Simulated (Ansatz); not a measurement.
InGaSbAs (model structure, Pmm2, No. 25, 4 atoms in the cell) was calculated with PBE (Ansatz, a quantum-chemistry and plane-wave program, plane waves, PAW).

Input:

Ansatz 0.2 input:
```yaml
crystal:
  lattice:
    - [4.3183613632, 0.0, 0.0]
    - [0.0, 4.2835031239, 0.0]
    - [0.0, 0.0, 6.1301583451]
  atoms:
    - { symbol: In, position: [0.0, 0.0, 0.0174701101] }
    - { symbol: As, position: [0.5, 0.0, 0.2663831512] }
    - { symbol: Ga, position: [0.5, 0.5, 0.4835226563] }
    - { symbol: Sb, position: [0.0, 0.5, 0.7296540824] }
basis:
  ecutwfc: 520
  ecutrho_ratio: 4
  xc_grid: 2
kpoints:
  mp_grid: { grid: [14, 14, 10] }
hamiltonian:
  xc: pbe
  dispersion: none
  pseudopotentials: { kind: paw }
scf:
  occupations: { method: fermi_dirac, width: 0.05 }
  convergence: { dr2_threshold: 0.0000000004 }
output:
  forces: true
  stress: true
  eigenvalues: true
```

How many irreducible k-points, plane waves at Γ does the program set up, and what pressure does the run end with?

384 irreducible k-points, 3009 plane waves at Γ; P = 2.59 GPa, so the cell is compressed on average and its volume would grow at this level.

The run printed, among other lines:

```
Crystal: 4 atoms, lattice volume = 113.394 Å³
Basis set: ecut = 520 eV, 3009 PW (Γ), exchange–correlation on 72×64×96 points (8 copies of the dense FFT grid, shifted against one another)
Bands: 34, of which v1, the nominal top of the filled ones, is band 28 counted from 1 (27 counted from 0)
Symmetry: 4 space group operations
Space group: Pmm2 (ITA 25), of the structure as read, at distance tolerance 4.8e-5 Å
k-points: 384 of 1960 (time reversal used)
Functional: x = pbe(κ = 0.804, μ = 0.2195149727645171), c = pbe(β = 0.06672455060314922)
SCF iter   1: F=—  HF=-20722.172510 eV  |F-HF|=—  |Δ(HF+E_count)|=         —  Δρ=2.05e-3  dr2=9.74e-3
SCF iter   2: F=—  HF=-20722.168033 eV  |F-HF|=—  |Δ(HF+E_count)|=   4.48e-3  Δρ=1.21e-3  dr2=3.78e-3
  ...
SCF iter  11: F=—  HF=-20722.167204 eV  |F-HF|=—  |Δ(HF+E_count)|=   9.05e-9  Δρ=1.01e-6  dr2=2.58e-9
SCF iter  12: F=-20722.167204 eV  HF=-20722.167204 eV  |F-HF|=3.64e-11  |Δ(HF+E_count)|=   1.71e-9  Δρ=3.12e-7  dr2=2.45e-10
SCF 1 converged in 12 iterations: F = -20722.167204 eV  dr2 = 2.45e-10
SCF converged after 12 iterations
Free energy (F): -20722.167204 eV
Internal energy: -20722.166611 eV  (E = F + TS)
E sigma→0 (E₀):  -20722.166907 eV
Fermi energy:    7.882324 eV
--- Forces (eV/Å), atoms counted from 1 ---
  atom   1  In    -0.00000000     0.00000000     0.00713762
  atom   2  As     0.00000000     0.00000000     0.01764949
  atom   3  Ga    -0.00000000     0.00000000    -0.00961496
  atom   4  Sb     0.00000000     0.00000000    -0.01517024
--- Stress (GPa, compression-positive) ---
        2.610027       0.000000       0.000000
        0.000000       2.549913       0.000000
        0.000000       0.000000       2.619085
  P = ⅓ Tr σ = 2.5930 GPa (25.930 kbar)
```

Note: the relaxation could raise the start's symmetry but not lower it, so the cell can be a saddle point. Note: cell and atoms aren't relaxed at this level (pressure 2.6 GPa).

A model structure was made by putting elements into a prototype or built by hand; it is no filed structure, need not be a known phase, and can be a saddle point held by its symmetry.
